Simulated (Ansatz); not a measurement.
The starting structures come from a database of crystals and need not be the phases stable at ambient conditions.

 Where the default PAW files enter, the runs use the earlier of Ansatz's two default sets.

Input:

```
CELL_PARAMETERS angstrom
      5.10886     0.00000     0.00000
      0.00000     5.37160     0.00000
      0.00000     0.00000    12.05569
ATOMIC_POSITIONS crystal
  V  0.00000 0.75000 0.60578
  V  0.00000 0.25000 0.39422
  V  0.50000 0.25000 0.89422
  V  0.50000 0.75000 0.10578
  Bi 0.00000 0.75000 0.88415
  Bi 0.00000 0.25000 0.11585
  Bi 0.50000 0.25000 0.61585
  Bi 0.50000 0.75000 0.38415
  O  0.75592 0.08114 0.96608
  O  0.24408 0.91886 0.03392
  O  0.74408 0.58114 0.53392
  O  0.25592 0.41886 0.46608
  O  0.25592 0.91886 0.53392
  O  0.74408 0.08114 0.46608
  O  0.24408 0.41886 0.96608
  O  0.75592 0.58114 0.03392
  O  0.35065 0.04391 0.80634
  O  0.64935 0.95609 0.19366
  O  0.14935 0.54391 0.69366
  O  0.85065 0.45609 0.30634
  O  0.85065 0.95609 0.69366
  O  0.14935 0.04391 0.30634
  O  0.64935 0.45609 0.80634
  O  0.35065 0.54391 0.19366
```

Space group of this cell: Pbcn. The cell is taken as given; by r2SCAN its mean pressure is -7.7 GPa.

The numbers are results of r2SCAN (plane waves, PAW; Ansatz, an electronic-structure program), not measurements.

The current runs along the normal of the first two printed vectors; no spin-orbit coupling. Scaled by the factor s: all lengths (ions clamped). Meshes 6×6×4 and 6×6 across the current in all rows.

```
s     mean pressure (GPa)  band gap (eV)
----  -------------------  -------------
0.98                  2.5           2.74
1.00                 -7.7           2.64
1.02                -15.3              ?
```

Problem. Take the slope of the band gap against ln s from the two given rows, extrapolate to s = 1.02, and say what the run there gives.

Solution. Slope = (2.74 − 2.64) / ln 0.98 = -4.95 eV. The line gives 2.64 + (-4.95) × ln 1.02 = 2.54 eV. The run gives 2.52 eV, 0.02 eV under the line, 22 % of the predicted step.
